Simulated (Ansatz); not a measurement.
What uniaxial strain ε_zz = +1.71 % does to Zn6Mo

The reference is Zn$_{6}$Mo (space group Fm-3m, No. 225; a = 7.578 Å; a cell from a computed database, its experimental status unchecked). Axes: x, y, z lie along the cube axes.

One thing is altered: the cell is stretched by 1.71 % along z with no lateral relaxation, atoms relaxed at fixed cell.

The values are results of PBEsol (Ansatz, a program for electronic structure; PAW; 420 eV plane waves; scalar-relativistic without spin-orbit coupling), not measurements. Γ-centred 11×11×11 mesh, Fermi–Dirac width 0.05 eV.

The volume per atom increases by 0.27 Å³ to 15.81 Å³ and the space group changes from Fm-3m (No. 225) to I4/mmm (No. 139). The shortest interatomic distance remains 2.679 Å and the energy goes up by 2.1 meV/atom. The pressure (mean of the normal stresses, compression positive) goes from zero to -1.8 GPa and the band gap remains zero. The stress (xx, yy, zz, yz, xz, xy; compression positive) comes out as (-1.5, -1.5, -2.5, 0.0, 0.0, 0.0) GPa (rough).

Final structure:

```
CELL_PARAMETERS angstrom
      0.00000     3.78894     3.85373
      3.78894     0.00000     3.85373
      3.78894     3.78894     0.00000
ATOMIC_POSITIONS crystal
  Zn 0.50000 0.50000 0.00000
  Zn 0.00000 0.00000 0.50000
  Zn 0.00000 0.50000 0.50000
  Zn 0.50000 0.00000 0.00000
  Zn 0.50000 0.00000 0.50000
  Zn 0.00000 0.50000 0.00000
  Mo 0.00000 0.00000 0.00000
```

Without a gap, meshes like the base's 11×11×11 leave anisotropic stresses uncertain by several tenths of a GPa, and small strain energies with them. Stability against distortions was not tested. All final runs are without spin polarisation. Zn6Mo has a high density of states at the Fermi level and may be magnetic at this level.
